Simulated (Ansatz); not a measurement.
## Al on the 1x1 (101) surface of tetragonal HfO2 (a metastable polymorph) (cut with top plane O), one in a 2x1 cell, started at the site 'bridge O-O (span 4.0 Å)'

Host crystal: tetragonal HfO2, with a band gap (PBE, scalar-relativistic without spin-orbit coupling).

Method: PBE (plane waves to 420 eV, PAW; Ansatz, a program for electronic structure).

Slab: 37 atoms, 7.6 Å thick at the start under the adsorbate (thin: gaps and levels are the slab's own); k 3x3x1, smearing 0.01 eV, dipole-corrected; 16 atoms held, the rest relaxed; no symmetry held; spin-polarised, ending with about 1.0 μB a cell; orders that need a larger cell were not tried, no spin-orbit, no U, no dispersion correction. At the end it is bonded to Hf + O. In PBE it is, or lies within 0.03 eV of, the lowest of the starts that converged.

```yaml
adsorption energy against an atom of fcc Al: 1.50 eV
change_of_the_step_from_the_bottom_to_the_top_vacuum_level_against_the_clean_slab: 0.52 eV
energy_released_by_relaxation: 1.07 eV
height of the binding atom over the mean of the host atoms within 0.3 Å of the top one: 1.448 Å
magnetic_moment_of_the_cell: 1.00 μB
nearest_host_atoms_of_the_binding_atom: O at 1.83 Å, Hf at 3.04 Å, O at 3.50 Å
largest_move_of_a_host_atom: 0.56 Å
note: in the relaxation the adsorbate left its starting site by 1.4 Å
```

A negative adsorption energy means that the adsorbate is more stable on the surface than in its reference.
